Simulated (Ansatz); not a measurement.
Take BeS in the zinc blende structure (space group F-43m, No. 216) as the base.

```
BeS
1.0
    0.00000     2.43415     2.43415
    2.43415     0.00000     2.43415
    2.43415     2.43415     0.00000
S Be
1 1
Direct
  0.75000   0.75000   0.75000
  0.00000   0.00000   0.00000
```

Cartesian axes are those of the cell as printed.

Level of theory: r2SCAN, PAW, 500 eV (Ansatz, an electronic-structure program; spin-orbit coupling left out), earlier PAW set.

Before the change:

- Volume per atom: 14.42 Å³
- Electron mass: 0.79 mₑ along k, 0.29 mₑ across (at X)

Now apply this change: uniaxial stress, 8 GPa tension along z, with the cell and atoms free to relax against it.

### Question
What happens to the volume per atom, electron mass and energy relative to the base?

### Answer
The volume per atom rises by 0.42 Å³ to 14.84 Å³; the electron mass changes from 0.79 mₑ along k, 0.29 mₑ across (at X) to 0.76 mₑ along k, 0.30 mₑ across (at X); the energy increases by 21 meV/atom.

The levels and masses belong to the bands next to the band gap. Load acts through the strain it causes; cell and atoms are relaxed under it. Masses are band curvatures over ±0.01 Å⁻¹ around the edge. Along k means along the line from Γ to the band edge. Stability under load was not tested beyond the relaxation.
